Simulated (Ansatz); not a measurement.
C_N+Si_Al, started at the N site; Al 1.90 Å away. With PBE, PAW in Ansatz (a program for electronic structure) in a 96-site cell of wurtzite AlN (PBE lattice) with 2×2×2 shifted sampling: neutral formation energy 3.25 eV with the elements as references.

**Question.** What does HSE06, PAW in Ansatz in a 96-site cell of wurtzite AlN (lattice scaled to a tabulated measured volume, 10.45 Å³ a site) with 2×2×2 shifted sampling give for the same quantities?

**Answer.** neutral formation energy 3.41 eV with the elements as references.

Flagged in one set or both: a host whose relaxation on this sampling wasn't shown to rest.
